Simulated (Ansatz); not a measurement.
The starting structures come from a database of crystals and need not be the phases stable at ambient conditions.

Inside the gap of an insulator the Bloch states are evanescent, with a wavenumber k + iκ along the transport direction.

```yaml
crystal:
  lattice:
    - [3.81951, 0.00000, 0.00000]
    - [0.00000, 6.27903, 0.00000]
    - [1.90975, 0.00000, 3.30779]
  atoms:
    - { symbol: Mg, position: [0.00000, 0.00000, 0.00000] }
    - { symbol: Br, position: [0.33333, 0.75930, 0.33333] }
    - { symbol: Br, position: [0.66667, 0.24070, 0.66667] }
```

Space group of this cell: P-3m1, CdI2 type. The cell was relaxed by PBE-D3(BJ); by r2SCAN its mean pressure is 0.6 GPa.

Transport runs along the normal of the first two printed cell vectors, the (100) plane of the conventional cell.

The gap is the functional's own, uncorrected, and κ follows it; spin-orbit coupling is left out. Mid-gap values are interpolated between the computed energies.

### Question
Give the band gap and the smallest decay constant κ at mid-gap that r2SCAN (Ansatz, an electronic-structure program) yields.

### Answer
Gap 5.22 eV on a 10×6×10 mesh; κ = 0.308 1/Å, at the zone centre.
